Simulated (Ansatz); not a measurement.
**A computed series for Ru: pressure series**

The reference is Ru in the hcp (Mg type) structure (space group P6_3/mmc, No. 194; a = 2.6920 Å, c = 4.2460 Å).

Cell and atoms are relaxed at each pressure.

The values are results of Ansatz (an electronic-structure program) PBEsol, no spin-orbit coupling, earlier PAW set, not measurements.

Notes on the quantities. enthalpy: H = E + PV relative to the base's energy.

```json
[
 {"case": "base", "volume per atom": "13.32 Å³", "enthalpy": "–"},
 {"case": "pressure −2 GPa", "volume per atom": "13.40 Å³", "enthalpy": "-0.17 eV/atom"},
 {"case": "pressure −1 GPa", "volume per atom": "13.36 Å³", "enthalpy": "-0.08 eV/atom"},
 {"case": "pressure 3 GPa", "volume per atom": "13.21 Å³", "enthalpy": "+0.25 eV/atom"},
 {"case": "pressure 7 GPa", "volume per atom": "13.07 Å³", "enthalpy": "+0.58 eV/atom"},
 {"case": "pressure 15 GPa", "volume per atom": "12.81 Å³", "enthalpy": "+1.22 eV/atom"},
 {"case": "pressure 30 GPa", "volume per atom": "12.39 Å³", "enthalpy": "+2.40 eV/atom"},
 {"case": "pressure 50 GPa", "volume per atom": "11.93 Å³", "enthalpy": "+3.92 eV/atom"},
 {"case": "pressure 75 GPa", "volume per atom": "11.46 Å³", "enthalpy": "+5.74 eV/atom"},
 {"case": "pressure 100 GPa", "volume per atom": "11.07 Å³", "enthalpy": "+7.50 eV/atom"}
]
```

Load acts through the strain it causes; cell and atoms are relaxed under it. No phonon test of stability was made. Competing high-pressure phases were not computed. All final runs are without spin polarisation.
